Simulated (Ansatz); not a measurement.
The parent structure is SiC in the zinc blende structure (space group F-43m, No. 216; a = 4.3797 Å).

Calculations: PBE (Ansatz, a quantum-chemistry and plane-wave program, PAW, without spin-orbit coupling), earlier PAW set.

For the base:

The band gap is 1.37 eV and the smallest direct gap is 4.53 eV. The electron mass comes out as 0.68 mₑ along k, 0.23 mₑ across (at X).

Perturbation: the cell is scaled by 1.0054 in all directions; the atoms relax in the strained cell.

### Question
Predict the new band gap.

### Answer
The band gap rises by 0.014 eV, from 1.37 eV to 1.39 eV.

### Question
Estimate the effect on the smallest direct gap.

### Answer
The smallest direct gap shrinks by 0.017 eV to 4.52 eV.

### Question
How does this affect the electron mass?

### Answer
The electron mass is still 0.68 mₑ along k, 0.23 mₑ across (at X).

Effective masses come from finite differences of ±0.01 Å⁻¹. Along k means along the line from Γ to the band edge. Semilocal Kohn–Sham gaps tend to fall short of experiment. Whether these cells are dynamically stable was not tested.
